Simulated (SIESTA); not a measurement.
Band structure of CrO2 (P4_2/mnm, 6 atoms in the cell).

```yaml
crystal:
  lattice:
    - [4.45152, 0.00000, 0.00000]
    - [0.00000, 4.45152, 0.00000]
    - [0.00000, 0.00000, 2.94186]
  atoms:
    - { symbol: Cr, position: [0.00000, 0.00000, 0.50000], spin: 3.0 }
    - { symbol: Cr, position: [0.50000, 0.50000, 0.00000], spin: 3.0 }
    - { symbol: O, position: [0.19726, 0.19726, 0.00000] }
    - { symbol: O, position: [0.80274, 0.80274, 0.00000] }
    - { symbol: O, position: [0.30274, 0.69726, 0.50000] }
    - { symbol: O, position: [0.69726, 0.30274, 0.50000] }
```
(The spins are starting values, not results.)

Level of theory: GGA PBE, numerical atomic orbitals DZP, PseudoDojo PBE standard norm-conserving potentials (rewritten from UPF to PSML) (SIESTA).

Settings: XC.functional = GGA; XC.authors = PBE; potentials = PseudoDojo PBE standard; PAO.BasisSize = DZP; PAO.EnergyShift = 0.01 Ry; MeshCutoff = 300 Ry; kgrid.MonkhorstPack = 5 5 7; OccupationFunction = FD; ElectronicTemperature = 0.1 eV; Spin = polarized; DM.InitSpin = [1 +3.00, 2 +3.00, 3 +0.00, 4 +0.00, 5 +0.00, 6 +0.00]; MaxSCFIterations = 150; SCF.Mixer.Method = Pulay; SCF.Mixer.Weight = 0.1.

The starting cell comes from a database of computed structures (which also holds hypothetical and non-ambient phases and stackings), without a prior relaxation at this level. Its lattice was rescaled by a random factor within 2.5 % of one. The magnetic order is the one reached from the typed start; others were not searched systematically. Values carry the incompleteness of an atom-centred basis.

Levels in eV from the Fermi level, bands 25 to 30 of the first spin channel:
| point | 25 | 26 | 27 | 28 | 29 | 30 |
|---|---|---|---|---|---|---|
| Γ | -1.28 | -1.21 | -0.98 | -0.98 | -0.42 | 0.96 |
| X | -0.85 | -0.85 | -0.39 | -0.39 | 0.30 | 0.30 |
| M | -1.58 | -1.58 | -1.26 | -1.26 | 0.89 | 0.89 |
| Z | -0.86 | -0.86 | -0.03 | -0.03 | 0.74 | 0.74 |
| R | -1.55 | -1.55 | -0.86 | -0.86 | 0.92 | 0.92 |
| A | -0.86 | -0.86 | -0.18 | -0.18 | 0.03 | 0.03 |

Bands cross the Fermi level along this path, so the cell is metallic at this level.

Higher empty bands are left out: an atom-centred basis made for the valence describes them poorly.

The net moment of the cell came out as 4.00 μB.
